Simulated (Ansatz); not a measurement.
Cubic perovskite BaHfO₃ was calculated with r²SCAN0 in Ansatz (PAW).

Numerical settings: plane-wave cutoff 520 eV, 6×6×6 k mesh, Fermi–Dirac smearing 0.01 eV, scalar-relativistic PAW data made under PBE.

The cell has the measured lattice: a = b = c = 4.171 Å, α = β = γ = 90.00°.

Question: What does this level give for the band gap and smallest direct gap on the k points sampled?

Answer: 
band gap: 6.33 eV (on the SCF k mesh)
smallest direct gap on the k points sampled: 6.49 eV

Note: cell and atoms aren't relaxed at this level (pressure -1.3 GPa).

Spin–orbit coupling is not included.

Static lattice: no zero-point or thermal effects.

Ansatz is an electronic-structure program.
